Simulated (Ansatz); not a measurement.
Structures of equal composition on the (100) surface of fcc Cu: a layer of Al in place of the second plane; a layer of Al in place of the third plane. The slabs share one bottom face, and each structure is named by its start. These are constructed structures in small cells; real faces may alloy, dewet or reconstruct in larger ones, and not all known structures of the face are among them. Slabs of about 9 Å with all that they carry, Fermi-Dirac smearing of 0.1 eV. Bottom of the slabs: a bare face, its two planes held. Relaxed from the named starts with such symmetry as they have, on meshes of like density; energies extrapolated to zero smearing; no spin-orbit coupling, no U. Spin-polarised runs, if any, are marked in brackets, and their order is one that fits the cell; the others ran without spin.

All values below come from PBE (plane waves to 420 eV, PAW; Ansatz, a first-principles code).

Order them by energy per 1x1 cell (lowest first) at the level PBE.

a layer of Al in place of the second plane (0.000 eV), a layer of Al in place of the third plane (0.066 eV)
